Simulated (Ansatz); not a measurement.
Ansatz (an electronic-structure program) run on CsPbBr3 (P4mm, 5 atoms in the cell): self-consistent single point.

Method of the run: LDA (PW92), default PAW files made with PBE (plane waves; Ansatz).

The change in words: 1 x 1 x 1 supercell, one Br atom moved by 0.02 angstrom along z. Reference geometry:
```xyz
5
Lattice="5.8407 0.0000 0.0000 0.0000 5.8407 0.0000 0.0000 0.0000 5.8407" Properties=species:S:1:pos:R:3 pbc="T T T"
Cs     0.0000     0.0000     0.0000
Pb     2.9203     2.9203     2.9203
Br     2.9203     0.0000     2.9203
Br     0.0000     2.9203     2.9203
Br     2.9203     2.9203     0.0000
```

Reference input (self-consistent single point, DFT, LDA (PW92), plane waves, default PAW files made with PBE): basis.ecutwfc = 420 eV; kpoints.mp_grid.grid = 4 4 4; hamiltonian.xc = lda; hamiltonian.pseudopotentials = {kind: paw} (the program's default PAW files); scf.occupations.method = fermi_dirac; scf.occupations.width = 0.01 eV. This run's input differs from it in these lines:

Ansatz 0.2 input:
```diff
@@ -10,3 +10,3 @@
     - { symbol: Br, position: [0.000000, 0.500000, 0.500000] }
-    - { symbol: Br, position: [0.500000, 0.500000, 0.000000] }
+    - { symbol: Br, position: [0.500000, 0.500000, 0.003424] }
 basis:
```

Output, abridged:

```
SCF iter   1: F=—  HF=-25194.901504 eV  |F-HF|=—  |Δ(HF+E_count)|=         —  Δρ=3.68e-3  dr2=1.76e-2  ethr=1.77e-3  ⟨swp⟩=8.3  Hψ=2704  notcnv=0
all-band conjugate gradients solve this SCF's bands
preconditioner: auto → Resta (q_TF=auto, 2.121 Å⁻¹)
SCF iter   2: F=—  HF=-25194.897985 eV  |F-HF|=—  |Δ(HF+E_count)|=   3.52e-3  Δρ=1.92e-3  dr2=5.19e-3  ethr=4.01e-5  ⟨swp⟩=3.1  Hψ=1062  notcnv=0  defer=17
SCF iter   3: F=—  HF=-25194.896821 eV  |F-HF|=—  |Δ(HF+E_count)|=   1.16e-3  Δρ=1.93e-4  dr2=9.06e-5  ethr=1.18e-5  ⟨swp⟩=3.3  Hψ=918  notcnv=0  defer=18
SCF iter   4: F=—  HF=-25194.896838 eV  |F-HF|=—  |Δ(HF+E_count)|=   1.61e-5  Δρ=5.10e-5  dr2=7.22e-6  ethr=2.06e-7  ⟨swp⟩=2.2  Hψ=885  notcnv=0  defer=18
SCF iter   5: F=—  HF=-25194.896837 eV  |F-HF|=—  |Δ(HF+E_count)|=   3.09e-7  Δρ=1.63e-5  dr2=8.56e-7  ethr=1.64e-8  ⟨swp⟩=2.1  Hψ=830  notcnv=0  defer=18
SCF iter   6: F=-25194.896837 eV  HF=-25194.896837 eV  |F-HF|=3.53e-8  |Δ(HF+E_count)|=   8.13e-8  Δρ=4.61e-6  dr2=8.39e-8  ethr=2.27e-10  ⟨swp⟩=9.6  Hψ=2691  notcnv=0
SCF 1 converged in 6 iterations: F = -25194.896837 eV  dr2 = 8.39e-8
Free energy (F): -25194.896837 eV
Internal energy: -25194.896837 eV  (E = F + TS)
E sigma→0 (E₀):  -25194.896837 eV
Fermi energy:    4.342262 eV
--- Forces (eV/Å), atoms counted from 1 ---
  atom   1  Cs    -0.00000000     0.00000000     0.00210794
  atom   2  Pb     0.00000000     0.00000000     0.03545428
  atom   3  Br     0.00000000     0.00000000     0.00265632
  atom   4  Br     0.00000000     0.00000000     0.00265632
  atom   5  Br     0.00000000     0.00000000    -0.04276458
--- Stress (GPa, compression-positive) ---
       -0.730853       0.000000      -0.000000
        0.000000      -0.730853       0.000000
       -0.000000       0.000000      -0.724707
  P = ⅓ Tr σ = -0.7288 GPa (-7.288 kbar)
  The stress holds the Pulay correction. Without it, at fixed plane waves, as pw.x and ABINIT print it: P = -0.7452 GPa
```

The run converged in 6 iterations. Against the reference run the free energy is nearly the same (within 1 meV/atom), the pressure stays at -0.73 GPa, the largest force goes from 0.000 to 0.043 eV/Å and the gap on the mesh stays at 1.317 eV.

The starting cell has typed, rounded lattice constants, without a prior relaxation at this level. Its lattice was rescaled by up to half a per cent. For this run, on top of that: 1 x 1 x 1 supercell, one Br atom moved by 0.02 angstrom along z. Spin-orbit coupling is off. Ansatz's pressure includes its estimate of the finite-basis (Pulay) stress.
